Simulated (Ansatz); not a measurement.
The structure below was relaxed with Kohn–Sham DFT with the PBE functional, run in Ansatz (an electronic-structure program) with PAW and 420 eV plane waves, no spin-orbit coupling, at pressure 10 GPa.

Space group Pm-3m (No. 221); a = 4.0823 Å, b = 4.0823 Å, c = 4.0823 Å, α = 90.00°, β = 90.00°, γ = 90.00°

```
atom  site  symmetry       x       y       z
----  ----  --------  ------  ------  ------
Mg      3c    4/mm.m  0.0000  0.5000  0.5000
Si      1a      m-3m  0.0000  0.0000  0.0000
O       1b      m-3m  0.5000  0.5000  0.5000
```

Problem. Write out a cell with all atoms.

Solution. 
```xyz
5
Lattice="4.0823 0.0000 0.0000 0.0000 4.0823 0.0000 0.0000 0.0000 4.0823" Properties=species:S:1:pos:R:3 pbc="T T T"
Mg     0.0000     2.0411     2.0411
Mg     2.0411     0.0000     2.0411
Mg     2.0411     2.0411     0.0000
Si     0.0000     0.0000     0.0000
O      2.0411     2.0411     2.0411
```
This is the conventional cell.

Load acts through the strain it causes; cell and atoms are relaxed under it. Stability against distortions was not tested. Competing high-pressure phases were not computed. The final runs are not spin-polarised. The cell was made from Mg₃SiO in the anti-perovskite structure (space group Pm-3m, No. 221; a hypothetical phase, not in the database extracts checked) by this change: pressure 10 GPa.
